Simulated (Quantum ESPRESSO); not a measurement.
The steps of a band-structure calculation for Ni3Fe (Pm-3m, 4 atoms in the cell) with Quantum ESPRESSO.

Method: PBE, PSlibrary PAW (PBE) pseudopotentials (plane waves; Quantum ESPRESSO).

Step 1 (scf):

```fortran
&CONTROL
    calculation = 'scf'
    outdir = './tmp'
    pseudo_dir = './'
    tprnfor = .true.
    tstress = .true.
/
&SYSTEM
    ibrav = 0
    nat = 4
    ntyp = 2
    ecutwfc = 55
    ecutrho = 330
    occupations = 'smearing'
    smearing = 'cold'
    degauss = 0.0147
    nspin = 2
    starting_magnetization(1) = 0.375
    starting_magnetization(2) = 0.050
/
&ELECTRONS
    conv_thr = 1.0d-10
    mixing_beta = 0.3
/
ATOMIC_SPECIES
Fe    55.8450  Fe.pbe-n-kjpaw_psl.1.0.0.UPF
Ni    58.6934  Ni.pbe-n-kjpaw_psl.1.0.0.UPF
ATOMIC_POSITIONS {crystal}
Fe    0.00000000    0.00000000    0.00000000
Ni    0.00000000    0.50000000    0.50000000
Ni    0.50000000    0.00000000    0.50000000
Ni    0.50000000    0.50000000    0.00000000
K_POINTS {automatic}
5 5 5  1 1 1
CELL_PARAMETERS {angstrom}
   3.59366500     0.00000000     0.00000000
   0.00000000     3.59366500     0.00000000
   0.00000000     0.00000000     3.59366500
```

Step 2 (bands):

```fortran
&CONTROL
    calculation = 'bands'
    outdir = './tmp'
    pseudo_dir = './'
    verbosity = 'high'
/
&SYSTEM
    ibrav = 0
    nat = 4
    ntyp = 2
    ecutwfc = 55
    ecutrho = 330
    occupations = 'smearing'
    smearing = 'cold'
    degauss = 0.0147
    nbnd = 27
    nspin = 2
    starting_magnetization(1) = 0.375
    starting_magnetization(2) = 0.050
/
&ELECTRONS
    conv_thr = 1.0d-10
    startingwfc = 'random'
    diago_thr_init = 1.0d-6
    diagonalization = 'cg'
/
ATOMIC_SPECIES
Fe    55.8450  Fe.pbe-n-kjpaw_psl.1.0.0.UPF
Ni    58.6934  Ni.pbe-n-kjpaw_psl.1.0.0.UPF
ATOMIC_POSITIONS {crystal}
Fe    0.00000000    0.00000000    0.00000000
Ni    0.00000000    0.50000000    0.50000000
Ni    0.50000000    0.00000000    0.50000000
Ni    0.50000000    0.50000000    0.00000000
K_POINTS {crystal_b}
8
  0.00000000   0.00000000   0.00000000   9  ! G
  0.00000000   0.50000000   0.00000000   9  ! X
  0.50000000   0.50000000   0.00000000  12  ! M
  0.00000000   0.00000000   0.00000000  15  ! G
  0.50000000   0.50000000   0.50000000  12  ! R
  0.00000000   0.50000000   0.00000000   1  ! X
  0.50000000   0.50000000   0.00000000   9  ! M
  0.50000000   0.50000000   0.50000000   1  ! R
CELL_PARAMETERS {angstrom}
   3.59366500     0.00000000     0.00000000
   0.00000000     3.59366500     0.00000000
   0.00000000     0.00000000     3.59366500
```

Step 3 (bands.x):

```fortran
&BANDS
    outdir = './tmp'
    filband = 'bands.dat'
    lsym = .false.
/
```

Output of bands (abridged):

```
     file Fe.pbe-n-kjpaw_psl.1.0.0.UPF: wavefunction(s)  4S 4P 3D renormalized
     file Ni.pbe-n-kjpaw_psl.1.0.0.UPF: wavefunction(s)  4S 3D renormalized

     Atomic positions and unit cell read from directory:
     ./tmp/pwscf.save/

     Message from routine setup:
     using ibrav=0 with symmetry is DISCOURAGED, use correct ibrav instead
     G-vector sticks info
     --------------------
   [... lines left out ...]
     unit-cell volume          =     313.1911 (a.u.)^3
     atomic species   magnetization
   [... lines left out ...]

     3.9475   7.7432   7.7432   8.4278   8.4511   8.4511   8.4511  10.2219
    10.2219  10.2219  11.1834  11.1834  12.0057  12.0057  12.0462  12.0917
    12.0917  12.0918  12.1990  12.1990  12.1990  14.9786  14.9787  14.9786
    21.2644  21.2644  21.6764

          k = 0.0000 0.0556 0.0000 (  2116 PWs)   bands (ev):

     3.9862   7.7555   7.7611   8.4415   8.4625   8.4639   8.4639  10.2085
    10.2318  10.2318  11.1689  11.1875  11.9888  11.9982  12.0248  12.0249
    12.0343  12.0917  12.1562  12.1562  12.1990  14.7571  15.1023  15.1023
    21.2748  21.4156  21.8232

   [... 66 blocks of this kind left out ...]

 ------ SPIN DOWN ----------

          k = 0.0000 0.0000 0.0000 (  2109 PWs)   bands (ev):

     3.9858   8.8283   8.8367   8.8367   9.5256   9.5257   9.5256  11.3913
    11.3913  11.3913  12.3543  12.3544  12.9156  13.1978  13.1978  13.1978
    13.8666  13.8666  14.1125  14.1126  14.1126  15.0047  15.0047  15.0047
    21.9936  21.9936  22.2755

          k = 0.0000 0.0556 0.0000 (  2116 PWs)   bands (ev):

     4.0245   8.8300   8.8517   8.8599   9.5382   9.5382   9.5386  11.3763
    11.4008  11.4009  12.3398  12.3574  12.9019  13.1148  13.1148  13.1978
    13.8358  13.8551  13.9837  13.9837  14.1118  14.8389  15.2276  15.2276
    22.0011  22.1089  22.4206

   [... 66 blocks of this kind left out ...]
```

Output of bands.x (abridged):

```
     Reading xml data from directory:

     ./tmp/pwscf.save/
     file Fe.pbe-n-kjpaw_psl.1.0.0.UPF: wavefunction(s)  4S 4P 3D renormalized
     file Ni.pbe-n-kjpaw_psl.1.0.0.UPF: wavefunction(s)  4S 3D renormalized

     G-vector sticks info
     --------------------
     sticks:   dense  smooth     PW     G-vecs:    dense   smooth      PW
     Sum        1201     805    241                31559    17269    2945

     Reading collected, re-writing distributed wavefunctions
     high-symmetry point:  0.0000 0.0000 0.0000   x coordinate   0.0000
     high-symmetry point:  0.0000 0.5000 0.0000   x coordinate   0.5000
     high-symmetry point:  0.5000 0.5000 0.0000   x coordinate   1.0000
     high-symmetry point:  0.0000 0.0000 0.0000   x coordinate   1.7071
     high-symmetry point:  0.5000 0.5000 0.5000   x coordinate   2.5731
     high-symmetry point:  0.0000 0.5000 0.0000   x coordinate   3.2802
     high-symmetry point:  0.5000 0.5000 0.0000   x coordinate   3.2802
     high-symmetry point:  0.5000 0.5000 0.5000   x coordinate   3.7802

     Plottable bands (eV) written to file bands.dat.gnu
     Bands written to file bands.dat

   JOB DONE.
```

The starting cell has typed, rounded lattice constants, without a prior relaxation at this level. Its lattice was rescaled by a random factor within 2.5 % of one. The magnetic order is the one reached from the typed start; others were not searched systematically.
